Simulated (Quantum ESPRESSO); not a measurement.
**How a calculation on Mg14ZnCu (P-6m2, 16 atoms in the cell) responds to its settings**

```
CELL_PARAMETERS angstrom
      6.24906     0.00000     0.00000
     -3.12453     5.41184     0.00000
      0.00000     0.00000     9.97631
ATOMIC_POSITIONS crystal
  Mg 0.99912 0.49956 0.00000
  Mg 0.50044 0.00088 0.00000
  Mg 0.50044 0.49956 0.00000
  Mg 0.99752 0.49876 0.50000
  Mg 0.50124 0.00248 0.50000
  Mg 0.50124 0.49876 0.50000
  Mg 0.16196 0.83804 0.25284
  Mg 0.67608 0.83804 0.74716
  Mg 0.16196 0.32392 0.25284
  Mg 0.16196 0.83804 0.74716
  Mg 0.67608 0.83804 0.25284
  Mg 0.16196 0.32392 0.74716
  Mg 0.66667 0.33333 0.24977
  Mg 0.66667 0.33333 0.75023
  Zn 0.00000 0.00000 0.00000
  Cu 0.00000 0.00000 0.50000
```

Base run A: PBEsol, SSSP 1.1.2 efficiency (PBE) pseudopotentials run with Quantum ESPRESSO 7.5, self-consistent single point.

Its settings: ecutwfc = 50 Ry; ecutrho = 400 Ry; occupations = smearing; smearing = fd; degauss = 0.0073499 Ry; input_dft = pbesol; potentials = {Mg: Mg.pbe-n-kjpaw_psl.0.3.0.UPF, Zn: Zn_pbe_v1.uspp.F.UPF, Cu: Cu_pbe_v1.2.uspp.F.UPF}; K_POINTS = automatic 6 6 3 0 0 0; conv_thr = 1e-09 Ry; mixing_beta = 0.3.

The starting cell comes from a database of computed structures (which also holds hypothetical and non-ambient phases and stackings), without a prior relaxation at this level. Spin polarisation is off.

Runs:
- B: input_dft: pbesol → blyp [BLYP]
- C: input_dft: pbesol → wc [Wu-Cohen GGA]
- D: input_dft: pbesol → rvv10 [rVV10]

```json
[
 {"run": "A", "pressure (GPa)": "-0.80", "largest force (eV/Å)": "0.046"},
 {"run": "B", "pressure (GPa)": "?", "largest force (eV/Å)": "0.039"},
 {"run": "C", "pressure (GPa)": "-0.70", "largest force (eV/Å)": "0.047"},
 {"run": "D", "pressure (GPa)": "?", "largest force (eV/Å)": "0.042"}
]
```

Task: What belongs in the gaps?

Result: 
- B, pressure (GPa): 1.21
- D, pressure (GPa): -0.14

Left out of this page: 3 runs of the series held back from this collection.
